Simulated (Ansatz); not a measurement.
Results of r²SCAN (Ansatz, a quantum-chemistry and plane-wave program, plane waves, PAW) for AlB2-type HfB2.

Run with plane-wave cutoff 600 eV, 24×24×18 k mesh (along the axes of the cell as run), Fermi–Dirac smearing 0.093 eV (set by the program), scalar-relativistic PAW data made under PBE.

Computed at the level's own relaxed cell.

```xyz
3
Lattice="3.1366 0.0000 0.0000 -1.5683 2.7163 0.0000 0.0000 0.0000 3.4791" Properties=species:S:1:pos:R:3 pbc="T T T"
Hf     0.0000     0.0000     0.0000
B      1.5683     0.9054     1.7395
B      0.0000     1.8109     1.7395
```

Q: Give the elastic tensor (Voigt notation, GPa, ions relaxed, in the Cartesian axes of the cell as printed).

A: 
```
  621.0    63.3   122.1     0.0     0.0     0.0
   63.3   621.0   122.1     0.0     0.0     0.0
  122.1   122.1   459.3     0.0     0.0     0.0
    0.0     0.0     0.0   269.9     0.0     0.0
    0.0     0.0     0.0     0.0   269.9     0.0
    0.0     0.0     0.0     0.0     0.0   278.8
```

Spin–orbit coupling is not included.

Static lattice: no zero-point or thermal effects.
